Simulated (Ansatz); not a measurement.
Take Sn (space group I4_1/amd, No. 141; a = 5.947 Å, c = 3.212 Å) as the base. Axes: x, y, z lie along a, b, c of the conventional cell.

Method: Ansatz (a first-principles code), PBE, PAW, cutoff 420 eV, spin-orbit coupling left out.

Base values:

The pressure is 0.0 GPa and the shortest interatomic distance is 3.080 Å.

One thing is altered: uniaxial strain ε_zz = −0.37 %, all other strain components held at zero; the atoms relax in the strained cell.

What does the calculation give for the pressure, energy relative to the base and shortest interatomic distance after the change?

The pressure (mean of the normal stresses, compression positive) goes from zero to 0.2 GPa; the energy hardly moves; the shortest interatomic distance hardly moves (3.080 Å against 3.079 Å).

Without a gap, meshes like the base's 16×16×16 leave anisotropic stresses uncertain by several tenths of a GPa, and small strain energies with them. No phonon test of stability was made.
